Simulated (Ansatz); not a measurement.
Here is the system:

```
CELL_PARAMETERS angstrom
      0.00000     2.82935     2.82935
      2.82935     0.00000     2.82935
      2.82935     2.82935     0.00000
ATOMIC_POSITIONS crystal
  Ga 0.00000 0.00000 0.00000
  As 0.25000 0.25000 0.25000
```

All values below come from HSE06, rigid bands (plane waves, PAW, scalar-relativistic; Ansatz, a first-principles code). How the cell was made: cell and atoms relaxed with PBEsol.

Task: What conductivity effective mass do dilute electrons have at 300 K?

Result: 0.070 mₑ.

Task: And the band gap?

Result: 1.40 eV at this level.

Rigid bands, one relaxation time for all states, no polarons. Spin-orbit coupling is left out; where it splits the top of the valence band it changes the hole mass and lowers the gap by about a third of the splitting. Geometry: cell and atoms relaxed with PBEsol.
